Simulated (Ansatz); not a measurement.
Consider MgS in the rock salt structure (space group Fm-3m, No. 225; a = 5.1821 Å). Axes: x, y, z lie along the cube axes.

Level of theory: PBEsol (Ansatz, a first-principles code, PAW, spin-orbit coupling left out).

For the base:

| Property | Value |
|---|---|
| Electron mass | 0.53 mₑ along k, 0.29 mₑ across (at X) |
| Smallest direct gap | 3.69 eV |

Now apply this change: biaxial strain −4.53 %, plane normal [001], relaxed out of plane (Cartesian); in-plane vectors clamped, the third vector and the atoms free.

### Question
Estimate the effect on the out-of-plane strain.

### Answer
The out-of-plane strain comes out as +2.61 %.

### Question
Predict the new electron mass.

### Answer
The electron mass goes from 0.53 mₑ along k, 0.29 mₑ across (at X) to 0.50 mₑ along k, 0.31 mₑ across (at X).

### Question
Predict the new energy relative to the base.

### Answer
The energy grows by 46 meV/atom.

### Question
How does this affect the smallest direct gap?

### Answer
The smallest direct gap grows by 0.37 eV to 4.06 eV.

Effective masses come from finite differences of ±0.01 Å⁻¹. Along k means along the line from Γ to the band edge. Stability against distortions was not tested. The base started in P3_121 and relaxed to Fm-3m at this level.
